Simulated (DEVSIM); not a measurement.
Device: Si n-i-p diode, at 350 K.

| layer (left to right) | material | thickness (μm) | Nd (cm⁻³) | Na (cm⁻³) | τn (s) | τp (s) |
|---|---|---|---|---|---|---|
| 1 | Si | 0.250 | 1.7e18 | - | 0.00023 | 0.00023 |
| 2 | Si | 0.310 | - | 3.2e12 | 0.00023 | 0.00023 |
| 3 | Si | 0.260 | - | 1.3e18 | 0.00023 | 0.00023 |

Left contact: ohmic. Right contact: ohmic. Voltage is applied to the left contact. Recombination: SRH at mid-gap, Auger. Mobility is μmin + (μ − μmin)/(1 + (N/Nref)^α).

The device is made up for the run: typed textbook-type constants, with dimensions and the other settings drawn at random. Values at 300 K; Nc and Nv go as T^1.5, mobilities as T to minus their exponent, the gap by Varshni's rule with the affinity fixed.

| parameter | Si |
|---|---|
| gap (eV) | 1.124 |
| affinity (eV) | 4.05 |
| permittivity | 11.7 |
| Nc (cm⁻³) | 2.86e19 |
| Nv (cm⁻³) | 3.1e19 |
| μn (cm²/Vs) | 1417 |
| μp (cm²/Vs) | 470 |
| μn,min | 52 |
| μp,min | 45 |
| Nref,n | 9.7e16 |
| Nref,p | 2.2e17 |
| αn | 0.68 |
| αp | 0.72 |
| T exponent of μn | 2.3 |
| T exponent of μp | 2.2 |
| Cn (cm⁶/s) | 2.8e-31 |
| Cp (cm⁶/s) | 9.9e-32 |
| Varshni α (eV/K) | 0.000473 |
| Varshni β (K) | 636 |

Model (solved in DEVSIM): 1D drift-diffusion, Boltzmann statistics, complete ionisation; no tunnelling, impact ionisation, image-force lowering or self-heating.

Base results: potential step across the device at zero bias (V) 0.916; dark forward voltage at 100 A/cm² (V) 0.713; dark forward voltage at 1 A/cm² (V) 0.573.

Problem. What follows from this one change: doping Na of layer 3 1.3e+18 → 3.9e+16 cm^-3?

Solution. potential step across the device at zero bias 0.916 → 0.810 V; dark forward voltage at 100 A/cm² 0.713 → 0.582 V; dark forward voltage at 1 A/cm² 0.573 → 0.439 V.

Problem. What follows from this one change: doping Nd of layer 1 1.7e+18 → 1.7e+17 cm^-3?

Solution. potential step across the device at zero bias 0.916 → 0.847 V; dark forward voltage at 100 A/cm² 0.713 → 0.657 V; dark forward voltage at 1 A/cm² 0.573 → 0.516 V.

Problem. What follows from this one change: thickness of layer 3 0.26 → 1.3 μm?

Solution. potential step across the device at zero bias little changed (0.916 V); dark forward voltage at 100 A/cm² 0.713 → 0.738 V; dark forward voltage at 1 A/cm² 0.573 → 0.599 V.

Problem. What follows from this one change: constant mobility in place of the doping-dependent one?

Solution. potential step across the device at zero bias little changed (0.916 V); dark forward voltage at 100 A/cm² 0.713 → 0.667 V; dark forward voltage at 1 A/cm² 0.573 → 0.527 V.
